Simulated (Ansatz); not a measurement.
Ansatz (a program for electronic structure) run on MgBe₂ (Fd-3m, 18 atoms in the cell): self-consistent single point.

Method: PBE (plane waves, PAW; Ansatz).

The change in words: 3 x 1 x 1 supercell, mesh divided and rounded up; kpoints.mp_grid.grid: 7 7 7 → 3 7 7. Reference geometry:
```
MgBe2
1.0
    0.00000     3.50410     3.50410
    3.50410     0.00000     3.50410
    3.50410     3.50410     0.00000
Be Mg
4 2
Direct
  0.12500   0.12500   0.12500
  0.62500   0.12500   0.12500
  0.12500   0.62500   0.12500
  0.12500   0.12500   0.62500
  0.75000   0.75000   0.75000
  0.50000   0.50000   0.50000
```

Reference input (self-consistent single point, DFT, PBE, plane waves, default PAW files): basis.ecutwfc = 420 eV; kpoints.mp_grid.grid = 7 7 7; hamiltonian.xc = pbe; hamiltonian.pseudopotentials = {kind: paw}, with the files named one by one; scf.occupations.method = gaussian; scf.occupations.width = 0.1 eV. This run's input differs from it in these lines:

Ansatz 0.2 input:
```diff
@@ -3,3 +3,3 @@
   lattice:
-    - [0.00000000, 3.50410100, 3.50410100]
+    - [0.00000000, 10.51230300, 10.51230300]
     - [3.50410100, 0.00000000, 3.50410100]
@@ -7,8 +7,20 @@
   atoms:
-    - { symbol: Be, position_ang: [0.87602525, 0.87602525, 0.87602525] }
-    - { symbol: Be, position_ang: [0.87602525, 2.62807575, 2.62807575] }
-    - { symbol: Be, position_ang: [2.62807575, 0.87602525, 2.62807575] }
-    - { symbol: Be, position_ang: [2.62807575, 2.62807575, 0.87602525] }
+    - { symbol: Be, position_ang: [0.87602525, 0.87602875, 0.87602875] }
+    - { symbol: Be, position_ang: [0.87602525, 4.38012625, 4.38012625] }
+    - { symbol: Be, position_ang: [0.87602525, 7.88422375, 7.88422375] }
+    - { symbol: Be, position_ang: [0.87602525, 2.62807225, 2.62807225] }
+    - { symbol: Be, position_ang: [0.87602525, 6.13218025, 6.13218025] }
+    - { symbol: Be, position_ang: [0.87602525, 9.63627775, 9.63627775] }
+    - { symbol: Be, position_ang: [2.62807575, 0.87602875, 2.62807925] }
+    - { symbol: Be, position_ang: [2.62807575, 4.38012625, 6.13217675] }
+    - { symbol: Be, position_ang: [2.62807575, 7.88422375, 9.63627425] }
+    - { symbol: Be, position_ang: [2.62807575, 2.62807925, 0.87602875] }
+    - { symbol: Be, position_ang: [2.62807575, 6.13217675, 4.38012625] }
+    - { symbol: Be, position_ang: [2.62807575, 9.63627425, 7.88422375] }
     - { symbol: Mg, position_ang: [5.25615150, 5.25615150, 5.25615150] }
-    - { symbol: Mg, position_ang: [3.50410100, 3.50410100, 3.50410100] }
+    - { symbol: Mg, position_ang: [5.25615150, 8.76024900, 8.76024900] }
+    - { symbol: Mg, position_ang: [5.25615150, 12.26435700, 12.26435700] }
+    - { symbol: Mg, position_ang: [3.50410100, 3.50410450, 3.50410450] }
+    - { symbol: Mg, position_ang: [3.50410100, 7.00820200, 7.00820200] }
+    - { symbol: Mg, position_ang: [3.50410100, 10.51229950, 10.51229950] }
 basis:
@@ -16,3 +28,3 @@
 kpoints:
-  mp_grid: { grid: [7, 7, 7] }
+  mp_grid: { grid: [3, 7, 7] }
 hamiltonian:
```

The program printed (abridged):

```
SCF iter   1: F=—  HF=-12652.212148 eV  |F-HF|=—  |Δ(HF+E_count)|=         —  Δρ=2.00e-3  dr2=3.08e-2  ethr=1.77e-3  ⟨swp⟩=12.1  Hψ=16053  notcnv=0  defer=72
all-band conjugate gradients solve this SCF's bands
preconditioner: auto → Kerker (q_TF=auto, 2.263 Å⁻¹)
SCF iter   2: F=—  HF=-12652.206673 eV  |F-HF|=—  |Δ(HF+E_count)|=   5.48e-3  Δρ=1.35e-3  dr2=1.46e-2  ethr=3.66e-5  ⟨swp⟩=1.0  Hψ=3037  notcnv=0  defer=89
SCF iter   3: F=—  HF=-12652.201805 eV  |F-HF|=—  |Δ(HF+E_count)|=   4.87e-3  Δρ=1.29e-4  dr2=4.16e-5  ethr=1.74e-5  ⟨swp⟩=2.0  Hψ=2978  notcnv=0  defer=89
SCF iter   4: F=—  HF=-12652.201816 eV  |F-HF|=—  |Δ(HF+E_count)|=   1.09e-5  Δρ=4.43e-5  dr2=1.12e-5  ethr=4.95e-8  ⟨swp⟩=2.0  Hψ=3920  notcnv=0  defer=89
SCF iter   5: F=—  HF=-12652.201812 eV  |F-HF|=—  |Δ(HF+E_count)|=   4.54e-6  Δρ=1.43e-5  dr2=3.63e-7  ethr=1.34e-8  ⟨swp⟩=2.0  Hψ=3771  notcnv=0  defer=89
SCF iter   6: F=-12652.201811 eV  HF=-12652.201811 eV  |F-HF|=8.62e-9  |Δ(HF+E_count)|=   1.56e-7  Δρ=2.75e-6  dr2=2.64e-8  ethr=1.19e-10  ⟨swp⟩=12.0  Hψ=12539  notcnv=0
SCF 1 converged in 6 iterations: F = -12652.201811 eV  dr2 = 2.64e-8
Free energy (F): -12652.201811 eV
Internal energy: -12652.179782 eV  (E = F + TS)
E sigma→0 (E₀):  -12652.190796 eV
Entropy (-TS):   -0.022030 eV (-1.224 meV/atom)
Fermi energy:    5.626659 eV
--- Forces (eV/Å), atoms counted from 1 ---
  atom   1  Be     0.00000000    -0.00000000     0.00000000
  atom   2  Be     0.00000000     0.00000000     0.00000000
  atom   3  Be     0.00000000     0.00000000     0.00000000
  atom   4  Be     0.00000000     0.00000000    -0.00000000
  atom   5  Be    -0.00000000     0.00000000    -0.00000000
  atom   6  Be     0.00000000     0.00000000     0.00000000
  atom   7  Be     0.00000000     0.00000000     0.00000000
  atom   8  Be     0.00000000     0.00000000     0.00000000
   [... lines left out ...]
  atom  18  Mg     0.00209932    -0.00532348    -0.00532348
--- Stress (GPa, compression-positive) ---
      -11.474231       0.006348       0.006348
        0.006348     -11.555720      -0.083796
        0.006348      -0.083796     -11.555720
  P = ⅓ Tr σ = -11.5286 GPa (-115.286 kbar)
  The stress holds the Pulay correction. Without it, at fixed plane waves, as pw.x and ABINIT print it: P = -11.5456 GPa
```

The run converged in 6 iterations. Against the reference run the free energy drops by 1.3 meV/atom, the pressure moves little (-11.52 to -11.53 GPa) and the largest force goes from 0.000 to 0.008 eV/Å.

The starting cell was generated: these elements placed on a structure prototype, without a prior relaxation; it need not be a known phase or ordering of this composition. With a pressure of about -12 GPa the cell is away from its equilibrium volume at this level. Ansatz's pressure includes its estimate of the finite-basis (Pulay) stress.

The mesh has a lower symmetry than the crystal, so small forces and shears that the space group forbids can appear.

Cost on one core of a shared machine: roughly 30 s.
